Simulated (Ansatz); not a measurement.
## CoO, pressure series

Start from CoO in the rock salt structure (space group Fm-3m, No. 225; a = 4.248 Å; ferromagnetic).

Cell and atoms are relaxed at each pressure.

All numbers come from Ansatz (a program for electronic structure), PBE, PAW, cutoff 420 eV, no spin-orbit coupling.

| variant | lattice parameter a | largest site moment |
|---|---|---|
| base | 4.248 Å | 2.48 μB |
| pressure −2 GPa | 4.265 Å | 2.50 μB |
| pressure −1 GPa | 4.256 Å | 2.49 μB |
| pressure 0.3 GPa | 4.245 Å | 2.48 μB |
| pressure 0.7 GPa | 4.242 Å | 2.47 μB |
| pressure 1.5 GPa | 4.235 Å | 2.46 μB |
| pressure 3 GPa | 4.222 Å | 2.44 μB |
| pressure 5 GPa | 4.206 Å | 2.40 μB |
| pressure 7.5 GPa | 4.186 Å | 2.35 μB |
| pressure 10 GPa | 4.167 Å | 2.31 μB |

Load acts through the strain it causes; cell and atoms are relaxed under it. Whether these cells are dynamically stable was not tested. Competing high-pressure phases were not computed. No Hubbard U is applied and the magnetic state is the run's own (CoO ferromagnetic); other magnetic orders, which need larger cells, were not tried and can change the gap. In its common phase, real CoO is an antiferromagnetic insulator at low temperature.
